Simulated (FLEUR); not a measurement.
A self-consistent single point of CaGaSiH (P3m1, 4 atoms in the cell) with FLEUR.

Level of theory: LDA (Perdew-Zunger), all-electron FLAPW (FLEUR), scalar-relativistic valence run with FLEUR.

```
CaGaSiH
1.0
    4.09110     0.00000     0.00000
   -2.04555     3.54300     0.00000
    0.00000     0.00000     4.76280
Ca Ga Si H
1 1 1 1
Direct
  0.00000   0.00000   0.00000
  0.66667   0.33333   0.55680
  0.33333   0.66667   0.43370
  0.66667   0.33333   0.92500
```

Reference input (self-consistent single point, DFT, PBEsol, all-electron FLAPW (FLEUR), scalar-relativistic valence): Kmax = 4.7 1/bohr; GmaxXC = 14.1 1/bohr; xcFunctional = PBEs; jspins = 1; l_soc = F; mode = hist; fermiSmearingEnergy = 0.00073499 Htr; mesh (inpgen div1-3) = 6 6 5; inpgen gamma flag = true; Gmax = 14.1 1/bohr; numbands = 0; maxIterBroyd = 15. This run's input differs from it in these lines:

```diff
@@ -16,3 +16,3 @@
 &comp jspins=1 /
-&exco xctyp='PBEs' /
+&exco xctyp='pz' /
 &kpt div1=6 div2=6 div3=5 gamma=t /
@@ -29,3 +29,3 @@
       <coreElectrons ctail="T" frcor="F" kcrel="0" coretail_lmax="0"/>
-      <xcFunctional name="PBEs" relativisticCorrections="F"/>
+      <xcFunctional name="pz" relativisticCorrections="F"/>
       <magnetism jspins="1"/>
```

Output (repeated stretches shortened):

```
 Iteration:     1   Distance:       7.42903039 me/bohr^3
 Iteration:     2   Distance:       6.81231857 me/bohr^3
 Iteration:     3   Distance:       3.20023381 me/bohr^3
 Iteration:     4   Distance:       1.04325695 me/bohr^3
 Iteration:     5   Distance:       0.82510542 me/bohr^3
   [... 9 lines left out ...]
 Iteration:    15   Distance:       0.00003800 me/bohr^3
 Iteration:    16   Distance:       0.00003422 me/bohr^3
 Iteration:    17   Distance:       0.00001764 me/bohr^3
 Iteration:    18   Distance:       0.00000627 me/bohr^3
 Reset of history
 Run finished successfully
 Stop message:
   Structural relaxation: new displacements generated

[file out, last iteration]
             iter=     19
[...]
          total density-effective poten   -4.6183152371E+03
          total charge density-energy d   -1.2756557460E+02
 Updated energy parameters for spin:           1
[...]
 fermi energy and band-weighting factors:

[...]
FERMIE:
          first approx. to ef    (T=0)  :   0.224872 htr   (energy of the highest occ. eigenvalue)
          number of occ. states  (T=0)  :        378
          first approx. to seigv (T=0)  :  -8.672831 htr
          sum of weights of occ. states :  14.000000
          sum of semicore charge        :   0.000000 e
FERHIS:  Fermi-Energy by histogram:
          bandgap                     :   0.013141 htr
   [... lines left out ...]
          charge neutrality (T=0)     :   0.000000    (zero if the highest occ. eigenvalue is "entirely" occupied)
 Direct bandgap for spin            1 :    4.5991768632612562E-002  Htr
 ---->    free energy=                     -2909.7813288868 htr
   [... lines left out ...]
 TOTAL FORCE FOR ATOM TYPE=  2  X= -3.866   Y=  2.232   Z= -3.989
                       FX_TOT= 0.000000 FY_TOT= 0.000000 FZ_TOT= 0.000291
 TOTAL FORCE FOR ATOM TYPE=  3  X=  3.866   Y= -2.232   Z=  3.903
                       FX_TOT= 0.000000 FY_TOT= 0.000000 FZ_TOT= 0.000604
 TOTAL FORCE FOR ATOM TYPE=  4  X= -3.866   Y=  2.232   Z= -0.675
                       FX_TOT= 0.000000 FY_TOT= 0.000000 FZ_TOT=-0.000243
```

The run converged in 18 iterations. FLEUR gives forces in its relaxation mode, with a further iteration, so its stop message speaks of a relaxation. Against the reference run the gap on the mesh goes from 0.388 to 0.358 eV.

The starting cell comes from a database of computed structures (which also holds hypothetical and non-ambient phases and stackings), without a prior relaxation at this level. Values depend on the basis (sphere radii, cutoffs, local orbitals), which need not be converged.

Cost on one core of a shared machine: roughly 5 min.
